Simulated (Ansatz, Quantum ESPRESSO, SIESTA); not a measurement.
Code comparison for La3SnC (Pm-3m, 5 atoms in the cell)

Self-consistent single point.

```
La3SnC
1.0
    5.10806     0.00000     0.00000
    0.00000     5.10806     0.00000
    0.00000     0.00000     5.10806
La Sn C
3 1 1
Cartesian
  2.55403   0.00000   0.00000
  0.00000   2.55403   0.00000
  0.00000   0.00000   2.55403
  2.55403   2.55403   2.55403
  0.00000   0.00000   0.00000
```

All programs got the same cell, k-point mesh and kind of occupations (in Ansatz's words: kpoints.mp_grid.grid = 7 7 7; scf.occupations.method = gaussian; scf.occupations.width = 0.02 Ry); potentials, basis and cutoffs are each program's usual ones.

```tsv
code	model	pressure (GPa)	k-points	cutoff
Ansatz	PBEsol, PAW files made with PBE	1.48	20	30.9 Ry
Quantum ESPRESSO	PBEsol, GBRV 1.5 ultrasoft (PBESOL) pseudopotentials	1.63	20	40 Ry
SIESTA	GGA PBEsol, numerical atomic orbitals DZP, PseudoDojo PBEsol standard norm-conserving potentials (rewritten from UPF to PSML)	4.18	172	grid 350 Ry
```

The spread over the programs that give each value: pressure within 2.70 GPa.

The starting cell comes from a database of computed structures (which also holds hypothetical and non-ambient phases and stackings), without a prior relaxation at this level. Its lattice was rescaled by a random factor within 2.5 % of one.

Why do the programs differ, and what cannot be compared?

Differences of this kind can come from the potentials, where these differ, and from what each basis and cutoff leave unconverged. The zero of total energies and Fermi levels follows the potentials and each program's conventions, so they are not compared here. SIESTA uses small atom-centred bases, whose incompleteness enters pressures, forces and empty levels differently from a plane-wave cutoff. Ansatz's pressure is given at a fixed set of plane waves, as the other plane-wave codes print theirs. Ansatz's smearing width was typed in Ry to four decimals, so it matches the others to a few per cent. The programs reduce the same mesh by symmetry to different extents, which changes the work and not the result. In the pressure, SIESTA (by 2.62) lies more than 1 GPa from the median of the plane-wave programs.

Left out of this page: ABINIT (stopped by limits of time or memory); Elk and FLEUR (not drawn, or without a comparable value).

Ansatz is an electronic-structure program.

Keys are those of Ansatz 0.2.
